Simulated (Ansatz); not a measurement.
Cost and result by functional for the adsorption energy of SiH3 on the 1x1 (101) surface of anatase TiO2 (cut with top plane O), one in a 2x1 cell, started at the site 'hollow O-O-O over O at depth 4.4 Å', in Ansatz (plane waves, PAW). Single points on the PBE structure, on one kind of machine; costs are rough ratios of the slab run's core time (references not counted) to the cheapest single point. r2SCAN's cost holds its higher cutoff (500 against 420 eV). Differences are taken against r2SCAN for comparison alone: no measured value is at hand, so the table doesn't rank accuracy. The points keep PBE's geometry, so the relaxation of a polaron and the settling of charge on one site are left out.

Host crystal: anatase TiO2, with a band gap (PBE, scalar-relativistic without spin-orbit coupling).

Model: 40-atom slab, 9.4 Å thick at the start under the adsorbate (thin: gaps and levels are the slab's own), 3x4x1 mesh, Fermi-Dirac 0.01 eV, dipole correction, 14 atoms held, the rest relaxed; no symmetry held; spin-polarised, ending with about 0.4 μB a cell, a value that depends on the mesh; orders that need a larger cell were not tried, no spin-orbit, no U, no dispersion correction. The slab shows no gap over 0.04 eV on its mesh. At the end it is bonded to O. In PBE it is, or lies within 0.03 eV of, the lowest of the starts that converged. These notes are the PBE run's. r2SCAN: The program's check for a lower electronic state was not made. Adsorption energies are against SiH4(g) − ½ H2(g). A negative adsorption energy means that the adsorbate is more stable on the surface than in its reference.

```json
[
 {"functional": "RPBE", "relative cost": "1", "adsorption energy (eV)": "-0.17", "less r2SCAN (eV)": "0.39"},
 {"functional": "r2SCAN", "relative cost": "2", "adsorption energy (eV)": "-0.57", "less r2SCAN (eV)": "0.00"},
 {"functional": "PBE (the relaxed run's value)", "relative cost": "–", "adsorption energy (eV)": "-0.39", "less r2SCAN (eV)": "0.18"}
]
```

The values span 0.39 eV, while the single points' costs differ by a factor of roughly 2. Differences are of unrounded values.

Ansatz is a first-principles code.
